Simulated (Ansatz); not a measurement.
# TaN, element substitutions

The reference is TaN in the rock salt structure (space group Fm-3m, No. 225).

```xyz
2
Lattice="0.0000 2.2081 2.2081 2.2081 0.0000 2.2081 2.2081 2.2081 0.0000" Properties=species:S:1:pos:R:3 pbc="T T T"
N      0.0000     0.0000     0.0000
Ta     2.2081     2.2081     2.2081
```

Each row replaces one element on all its sites; cell and atoms are relaxed.

Computed with plane-wave PAW DFT at the PBE level (Ansatz, an electronic-structure program, 420 eV), no spin-orbit coupling, earlier PAW set.

| variant | density | shortest interatomic distance |
|---|---|---|
| base | 15.04 g/cm³ | 4.173 bohr |
| Ta → Hf | … | … |
| N → Br | 10.77 g/cm³ | 5.138 bohr |
| Ta → Be | 2.96 g/cm³ | 3.520 bohr |

What belongs in the blanks?


- Ta → Hf, density: 13.59 g/cm³
- Ta → Hf, shortest interatomic distance: 4.297 bohr

No phonon test of stability was made. As relaxed here, TaBr and BeN are hypothetical phases, not in the database extracts checked. No Hubbard U is applied, and correlation can decide whether such a compound is a metal. The final runs are not spin-polarised. An odd electron count without spin: HfN and BeN. TaBr has a high density of states at the Fermi level and may be magnetic at this level. This is not the structure that TaN has at room temperature and ambient pressure.
